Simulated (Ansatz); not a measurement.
The starting structures come from a database of crystals and need not be the phases stable at ambient conditions.

Here is the system:

```
Ga2AsP
1.0
    3.93022     0.00000     0.00000
    1.96511     3.40367     0.00000
    1.96511     1.13456     6.41726
Ga P As
2 1 1
Direct
  0.99756   0.99756   0.00733
  0.50249   0.50249   0.49252
  0.62502   0.62502   0.12493
  0.12493   0.12493   0.62521
```

Space group of this cell: R3m. The cell is taken as given.

These are r2SCAN (plane waves, PAW; Ansatz, an electronic-structure program) values and carry that method's errors.

The current runs along the normal of the first two printed vectors; no spin-orbit coupling. Scaled by the factor s: all lengths (ions clamped). Meshes 10×10×10 and 12×12 across the current in all rows.

| s | mean pressure (GPa) | slowest mid-gap decay constant κ (1/Å) |
|---|---|---|
| 0.98 | 5.6 | 0.108 |
| 1.00 | 0.0 | 0.090 |
| 1.02 | -4.1 | ? |

Question: Take the slope of the slowest mid-gap decay constant κ against ln s from the two given rows, extrapolate to s = 1.02, and say what the run there gives.

Answer: Slope = (0.108 − 0.090) / ln 0.98 = -0.891 1/Å. The line gives 0.090 + (-0.891) × ln 1.02 = 0.072 1/Å. The run gives 0.067 1/Å, 0.005 1/Å under the line, 30 % of the predicted step.
